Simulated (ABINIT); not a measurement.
## ABINIT run on SnSe2 (P-3m1, 3 atoms in the cell): self-consistent single point

Computed with PBE, PAW (JTH v2.0 PBE PAW) (plane waves; ABINIT).

Input as run:

```
# SnSe2, JTH v2.0 PBE PAW
pp_dirpath "./"
pseudos "Sn.GGA_PBE-JTH.xml, Se.GGA_PBE-JTH.xml"
acell 3.8257641080 3.8257641080 6.4586390000 Angstrom
rprim
         1.0000000000   -0.0000000066    0.0000000000
        -0.4999999943    0.8660254071    0.0000000000
         0.0000000000    0.0000000000    1.0000000000
natom 3
ntypat 2
znucl 50 34
typat 1 2 2
xred
         0.0000000000    0.0000000000    0.0000000000
         0.6666666667    0.3333333333    0.7571000000
         0.3333333333    0.6666666667    0.2429000000
ecut 40 Ry
pawecutdg 80 Ry
pawxcdev 0
ixc 11
occopt 1
nband 16
kptopt 1
ngkpt 7 7 4
nshiftk 1
shiftk 0 0 0
nstep 80
tolvrs 1.0e-10
prtwf 0
prtden 0
enunit 1
```

Log, with long lists cut:

```
 Symmetries : space group P-3 m 1 (#164); Bravais hP (primitive hexag.)

 -outvars: echo values of preprocessed input variables --------
            acell      7.2296464131E+00  7.2296464131E+00  1.2205058901E+01 Bohr
             ecut      2.00000000E+01 Hartree
           enunit           1
              ixc          11
         kptrlatt        7    0    0      0    7    0      0    0    4
          kptrlen      4.88202356E+01
            natom           3
            nband          16
            ngfft          30      30      50
          ngfftdg          45      45      72
             nkpt          28
            nstep          80
             nsym          12
           ntypat           2
        pawecutdg      4.00000000E+01 Hartree
         pawxcdev           0
            rprim      1.0000000000E+00 -6.6000000000E-09  0.0000000000E+00
                      -4.9999999430E-01  8.6602540710E-01  0.0000000000E+00
                       0.0000000000E+00  0.0000000000E+00  1.0000000000E+00
          spgroup         164
           tolvrs      1.00000000E-10
            typat      1  2  2
           useylm           1
             xred      0.0000000000E+00  0.0000000000E+00  0.0000000000E+00
                       6.6666666667E-01  3.3333333333E-01  7.5710000000E-01
                       3.3333333333E-01  6.6666666667E-01  2.4290000000E-01
            znucl       50.00000   34.00000

== DATASET  1 ==================================================================

 Exchange-correlation functional for the present dataset will be:
  GGA: Perdew-Burke-Ernzerhof functional - ixc=11
 Citation for XC functional:
  J.P.Perdew, K.Burke, M.Ernzerhof, PRL 77, 3865 (1996)

 Real(R)+Recip(G) space primitive vectors, cartesian coordinates (Bohr,Bohr^-1):
 R(1)=  7.2296464 -0.0000000  0.0000000  G(1)=  0.1383194  0.0798587  0.0000000
 R(2)= -3.6148232  6.2610575  0.0000000  G(2)=  0.0000000  0.1597174  0.0000000
 R(3)=  0.0000000  0.0000000 12.2050589  G(3)=  0.0000000  0.0000000  0.0819332
 Unit cell volume ucvol=  5.5246482E+02 bohr^3
 Angles (23,13,12)=  9.00000000E+01  9.00000000E+01  1.20000000E+02 degrees

 Coarse grid specifications (used for wave-functions):

 getcut: wavevector=  0.0000  0.0000  0.0000  ngfft=  30  30  50
         ecut(hartree)=     20.000   => boxcut(ratio)=   2.03493

 Fine grid specifications (used for densities):

 getcut: wavevector=  0.0000  0.0000  0.0000  ngfft=  45  45  72
         ecut(hartree)=     40.000   => boxcut(ratio)=   2.07204

   2.29087519E+03                                ecore*ucvol(ha*bohr**3)

_setup2: Arith. and geom. avg. npw (full set) are    2358.107    2358.093

--- !BeginCycle
solver: {iscf: 17, nstep: 80, nline: 4, wfoptalg: 10, }
tolerances: {tolvrs: 1.00E-10, }
...

     iter   Etot(hartree)      deltaE(h)  residm     nres2
 ETOT  1  -88.811662051670    -8.881E+01 1.166E-01 2.781E+00
 ETOT  2  -88.907531623119    -9.587E-02 1.662E-02 7.299E-01
 ETOT  3  -88.906935061391     5.966E-04 2.648E-03 1.113E-01
 ETOT  4  -88.906959396877    -2.434E-05 1.557E-03 3.316E-03
 ETOT  5  -88.906985740192    -2.634E-05 9.760E-04 2.564E-04
 ETOT  6  -88.906989808032    -4.068E-06 5.551E-04 3.034E-05
 ETOT  7  -88.906990633403    -8.254E-07 3.630E-04 4.431E-06
 ETOT  8  -88.906990750510    -1.171E-07 1.775E-04 7.549E-07
 ETOT  9  -88.906990772590    -2.208E-08 4.602E-04 1.012E-07
 ETOT 10  -88.906990774181    -1.592E-09 2.306E-04 9.426E-09
 ETOT 11  -88.906990774385    -2.042E-10 5.820E-04 1.100E-09
 ETOT 12  -88.906990774399    -1.367E-11 2.394E-04 7.133E-11

 At SCF step   12       nres2   =  7.13E-11 < tolvrs=  1.00E-10 =>converged.

 Cartesian components of stress tensor (hartree/bohr^3)
  sigma(1 1)= -8.59713892E-05  sigma(3 2)=  0.00000000E+00
  sigma(2 2)= -8.59713895E-05  sigma(3 1)=  0.00000000E+00
  sigma(3 3)= -9.24260044E-05  sigma(2 1)=  1.35089059E-13

 ----iterations are completed or convergence reached----

 reduced coordinates (array xred) for    3 atoms
       0.000000000000      0.000000000000      0.000000000000
       0.666666666667      0.333333333333      0.757100000000
       0.333333333333      0.666666666667      0.242900000000
 cartesian forces (eV/Angstrom) at end:
    1     -0.00000000000000     0.00000000000000    -0.00000000000000
    2      0.00000000000000     0.00000000000000    -0.35791764828306
    3     -0.00000000000000    -0.00000000000000     0.35791764828306
 frms,max,avg= 1.6872400E-01 3.5791765E-01   0.000E+00  0.000E+00  0.000E+00 e/A
 length scales=  7.229646413144  7.229646413144 12.205058901174 bohr
              =  3.825764108000  3.825764108000  6.458639000000 angstroms
 Fermi (or HOMO) energy (eV) =   1.33153   Average Vxc (eV)=  -9.31584
 Eigenvalues (   eV  ) for nkpt=  28  k points:
 kpt#   1, nband= 16, wtk=  0.00510, kpt=  0.0000  0.0000  0.0000 (reduced coord)
 -19.83916  -19.83916  -19.80841  -19.79390  -19.79390  -12.34749  -10.80088   -4.58855
   0.80150    0.80150    1.07814    1.13555    1.13555    2.45465    4.43520    6.01729
 prteigrs : prtvol=0 or 1, do not print more k-points.

--- !EnergyTerms
comment             : Components of total free energy in Hartree
kinetic             :  1.85919744702004E+01
hartree             :  3.85028622894724E+01
xc                  : -1.94801886235876E+01
Ewald energy        : -5.35020073308659E+01
psp_core            :  4.14664447904825E+00
local_psp           : -9.96286385509309E+01
spherical_terms     :  2.24623591796193E+01
total_energy        : -8.89069940870440E+01
total_energy_eV     : -2.41928234394131E+03
...

-Cartesian components of stress tensor (GPa)         [Pressure=  2.5927E+00 GPa]
- sigma(1 1)= -2.52936517E+00  sigma(3 2)=  0.00000000E+00
- sigma(2 2)= -2.52936518E+00  sigma(3 1)=  0.00000000E+00
- sigma(3 3)= -2.71926648E+00  sigma(2 1)=  3.97445666E-09

 Calculation completed.
```

The run converged in 12 iterations.

The starting cell comes from a database of computed structures (which also holds hypothetical and non-ambient phases and stackings), without a prior relaxation at this level. Its lattice was rescaled by a random factor within 2.5 % of one.
